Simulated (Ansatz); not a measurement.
Here is the system:

```
CELL_PARAMETERS angstrom
      5.15499     0.00000     0.00000
      0.00000     5.15499     0.00000
      0.00000     0.00000     3.54121
ATOMIC_POSITIONS crystal
  Ca 0.00000 0.00000 0.00000
  Ca 0.50000 0.50000 0.50000
  F  0.30752 0.30752 0.00000
  F  0.80752 0.19248 0.50000
  F  0.19248 0.80752 0.50000
  F  0.69248 0.69248 0.00000
```

No spin polarisation.

A single point on hypothetical rutile CaF2, its geometry relaxed with PBEsol.

The values are results of r2SCAN (Ansatz, a program for electronic structure), no SOC, not measurements. Γ-centred 7×7×9 mesh, Fermi–Dirac width 0.05 eV.

Q: What pressure does the calculation give?

A: 0.77 GPa.

Q: Estimate the gap character.

A: Direct at Γ.

Single points use the geometry relaxed with PBEsol. Whether these cells are dynamically stable was not tested. The cell is CaF$_{2}$ in the rutile structure (space group P4_2/mnm, No. 136; a hypothetical phase, not in the database extracts checked).
